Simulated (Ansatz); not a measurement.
An Ansatz (a first-principles code) run: MgO with a change (biaxial strain −1.50 %, plane normal [001], relaxed out of plane); plane-wave PAW DFT at the LDA level (Ansatz, 420 eV), no spin-orbit coupling.

Input:

Ansatz 0.2 input:
```yaml
crystal:
  lattice:
    - [2.8968596796, 0, 0]
    - [0, 2.8968596796, 0]
    - [1.4484298398, -1.4484298398, 2.0951797381]
  atoms:
    - { symbol: Mg, position: [0, 0, 0] }
    - { symbol: O, position: [0.5, 0.5, 0] }
basis: { ecutwfc: 420, ecutrho_ratio: 4, xc_grid: 2, fft_grid_basis: typed }
kpoints: { mp_grid: { grid: [14, 14, 14] } }
hamiltonian:
  xc: lda
  dispersion: none
  pseudopotentials: { kind: paw }
scf: { occupations: { method: fermi_dirac, width: 0.05 } }
relax: { f_tol: 0.005, max_steps: 50, cell: { stress_tol: 0.01, fix: [a, b, gamma] } }
output: { forces: true, stress: true }
checkpoint: { write: state.ck, write_every: 1000 }
```

Output (explanatory and most iteration lines left out):

```
Relaxation: its limit of steps is 50 (relax.max_steps)
Pseudopotential: Mg, paw, valence charge 10
Pseudopotential: O, paw, valence charge 6
Crystal: 2 atoms, lattice volume = 17.582 Å³
Basis set: ecut = 420 eV, 331 PW (Γ), exchange–correlation on 40×40×40 points (8 copies of the dense FFT grid, shifted against one another)
Bands: 12, of which v1, the nominal top of the filled ones, is band 8 counted from 1 (7 counted from 0)
Symmetry: 16 space group operations
Space group: I4/mmm (ITA 139), of the structure as read, at distance tolerance 2.6e-5 Å
k-points: 244 of 2744
Functional: x = slater, c = lda
SCF iter   1: F=—  HF=-2460.073908 eV  |F-HF|=—  |Δ(HF+E_count)|=         —  Δρ=1.84e-2  dr2=4.66e-2  ethr=1.77e-3  ⟨swp⟩=5.5  Hψ=16969  notcnv=0
SCF iter   2: F=—  HF=-2460.058629 eV  |F-HF|=—  |Δ(HF+E_count)|=   1.53e-2  Δρ=8.86e-3  dr2=6.95e-3  ethr=2.91e-4  ⟨swp⟩=2.5  Hψ=6583  notcnv=0
SCF 1 converged in 6 iterations: F = -2460.055813 eV  dr2 = 4.74e-10
relax step   1: F+E_penalty+E_count = -2460.05581287 eV  Δ(F+E_penalty+E_count) = +0.000e0 eV  max|allowed force component| = 1.952e-29 eV/Å  Δτ_max = 0.0000 Å  P = +4.298 GPa  Ω = 17.582 Å³  fix = [a, b, gamma]  reactions: a +6.195, b +6.195 GPa  (6 SCF iters, dr2 threshold 1.00e-7 eV, accepted)
[... steps on the carried basis left out ...]
relax step   5: F+E_penalty+E_count = -2460.05582827 eV  Δ(F+E_penalty+E_count) = +8.159e-6 eV  max|allowed force component| = 2.317e-30 eV/Å  Δτ_max = 0.0000 Å  P = +4.020 GPa  Ω = 17.611 Å³  energy of the carried Pulay correction = -8.295e-6 eV  fix = [a, b, gamma]  reactions: a +6.030, b +6.030 GPa  (3 SCF iters, dr2 threshold 2.00e-9 eV, accepted)
Crystal: 2 atoms, lattice volume = 17.611 Å³
SCF iter   1: F=—  HF=-2460.055834 eV  |F-HF|=—  |Δ(HF+E_count)|=         —  Δρ=2.49e-6  dr2=7.61e-10  ethr=5.40e-8  ⟨swp⟩=2.9  Hψ=24545  notcnv=0
SCF iter   2: F=—  HF=-2460.055835 eV  |F-HF|=—  |Δ(HF+E_count)|=   7.14e-7  Δρ=1.19e-6  dr2=1.17e-10  ethr=4.76e-12  ⟨swp⟩=3.2  Hψ=5952  notcnv=0
SCF 6 converged in 5 iterations: F = -2460.055835 eV  dr2 = 8.27e-14
SCF converged after 5 iterations
Free energy (F): -2460.055835 eV
Internal energy: -2460.055835 eV  (E = F + TS)
E sigma→0 (E₀):  -2460.055835 eV
Fermi energy:    11.214264 eV
--- Forces (eV/Å), atoms counted from 1 ---
  atom   1  Mg     0.00000000     0.00000000     0.00000000
  atom   2  O      0.00000000     0.00000000    -0.00000000
--- Stress (GPa, compression-positive) ---
        6.030493       0.000000       0.000000
        0.000000       6.030493      -0.000000
        0.000000      -0.000000       0.001499
  P = ⅓ Tr σ = 4.0208 GPa (40.208 kbar)
--- Relaxed structure (4 steps of the walk, 4 accepted, 2 SCFs on fresh bases) ---
  cell:  # Å, volume = 17.6107 Å³
    - [2.8968596796, -9.669360731378463e-112, -7.29493557040503e-33]
    - [-9.669360731378463e-112, 2.8968596796, -2.1455692854132443e-34]
    - [1.4484298398, -1.4484298398, 2.098561210415375]
  atoms:
    - { symbol: Mg, position: [-3.0938537915932626e-37, 1.7953504686366327e-37, 3.5907009354498294e-37] }
    - { symbol: O, position: [0.5, 0.5, -3.5907009354494665e-37] }
```

Whether these cells are dynamically stable was not tested. The cell was made from MgO in the rock salt structure (space group Fm-3m, No. 225) by this change: biaxial strain −1.50 %, plane normal [001], relaxed out of plane.
